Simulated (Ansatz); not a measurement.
In2Se3 (within 0.1 Å of P-3m1, No. 164; cell taken from a computed entry) was calculated with HSE06 (PAW; Ansatz, a first-principles code).

Settings: plane-wave cutoff 460 eV, 6×6×4 k mesh (along the axes of the cell as run), Fermi–Dirac smearing 0.01 eV, scalar-relativistic PAW data made under PBE.

Cell (relaxed with PBEsol):

```cif
data_In2Se3
_chemical_formula_sum 'In2 Se3'
_space_group_name_H-M_alt 'P-3m1'
_space_group_IT_number 164
_space_group_name_Hall '-P 3 2"'
_cell_length_a 3.94722
_cell_length_b 3.94722
_cell_length_c 9.54212
_cell_angle_alpha 90.000
_cell_angle_beta 90.000
_cell_angle_gamma 120.000
loop_
_atom_site_label
_atom_site_type_symbol
_atom_site_symmetry_multiplicity
_atom_site_Wyckoff_symbol
_atom_site_fract_x
_atom_site_fract_y
_atom_site_fract_z
_atom_site_occupancy
In1 In 2 d 0.66667 0.33333 0.19356 1
Se1 Se 1 a 0.00000 0.00000 0.00000 1
Se2 Se 2 d 0.33333 0.66667 0.33394 1
```

### Question
What does this level give for the band gap, smallest direct gap on the k points sampled and direct gap at Γ?

### Answer

- band gap: 0.61 eV (on the SCF k mesh)
- smallest direct gap on the k points sampled: 1.15 eV
- direct gap at Γ: 1.88 eV

Note: cell and atoms aren't relaxed at this level (largest force component 0.19 eV/Å, pressure 0.8 GPa); the cell has widely spaced layers and the level no dispersion term, so their spacing and the moduli can rest on weak binding.

Spin–orbit coupling is not included.
